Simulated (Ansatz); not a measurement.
**Si (Imma): band-edge transport data**

Consider the following.

```
CELL_PARAMETERS angstrom
     -0.00914     2.70880     2.72304
      2.70880    -0.00914     2.72304
      2.69966     2.69966     0.00000
ATOMIC_POSITIONS crystal
  Si 0.25046 0.25046 0.24954
  Si 0.99954 0.99954 0.00046
```

Level of theory: PBEsol with spin-orbit coupling, rigid bands (plane waves, PAW; Ansatz, a quantum-chemistry and plane-wave program). Condition of this run: uniaxial stress along [110] of 1 GPa (compression positive) (the target of the relaxation). Cell: cell and atoms relaxed with PBEsol, then loaded as said.

- band gap: 0.39 eV
- electron conductivity mass (300 K, dilute): 0.32 (x), 0.32 (y), 0.23 (z) mₑ
- hole conductivity mass (300 K, dilute): 0.31 (x), 0.31 (y), 0.35 (z) mₑ
- effective density of states N_c (300 K): 2.2e19 cm⁻³
- effective density of states N_v (300 K): 1.0e19 cm⁻³
- density-of-states mass, electrons: 0.92 mₑ
- density-of-states mass, holes: 0.55 mₑ
- Seebeck coefficient, n-type 1e19 cm⁻³, 300 K: -299 μV/K
- Seebeck coefficient, p-type 1e19 cm⁻³, 300 K: 293 μV/K
- best p-type power factor at 300 K for τ = 10 fs (best axis; densities from 1e16 to 1e21 cm⁻³ tried, whether or not they can be reached): 15.9 μW/(cm·K²) at 1e20 cm⁻³

Rigid bands; masses and Seebeck coefficients take one relaxation time τ for all states and one kind of carrier; polarons and phonon drag are left out.
